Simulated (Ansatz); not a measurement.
The reference is CdS in the wurtzite structure (space group P6_3mc, No. 186; a = 4.123 Å, c = 6.711 Å).

Levels (all Ansatz, an electronic-structure program, PAW): PBEsol (420 eV, no spin-orbit coupling); r2SCAN (500 eV, without spin-orbit coupling); HSE06 (420 eV, scalar-relativistic without spin-orbit coupling).

One geometry, relaxed with PBEsol, under each level:

| level | band gap | lowest conduction level above the VBM at special points | electron mass | pressure |
|---|---|---|---|---|
| PBEsol | 1.09 eV | Γ 1.09 eV; A 2.76 eV; L 3.35 eV; M 3.63 eV | 0.11 mₑ along c, 0.12 mₑ across (at Γ) | 0.00 GPa |
| r2SCAN | 1.70 eV | Γ 1.70 eV; A 3.34 eV; L 3.89 eV; M 4.21 eV | 0.15 mₑ along c, 0.16 mₑ across (at Γ) | 1.78 GPa |
| HSE06 | … | … | – | – |

Problem. Give the withheld HSE06 results.

Solution. 
- HSE06, band gap: 2.26 eV
- HSE06, lowest conduction level above the VBM at special points: Γ 2.26 eV; A 3.96 eV; L 4.52 eV

Single points use the geometry relaxed with PBEsol. Their cutoffs differ, which shifts pressures a little. Effective masses come from finite differences of ±0.01 Å⁻¹. Stability against distortions was not tested.
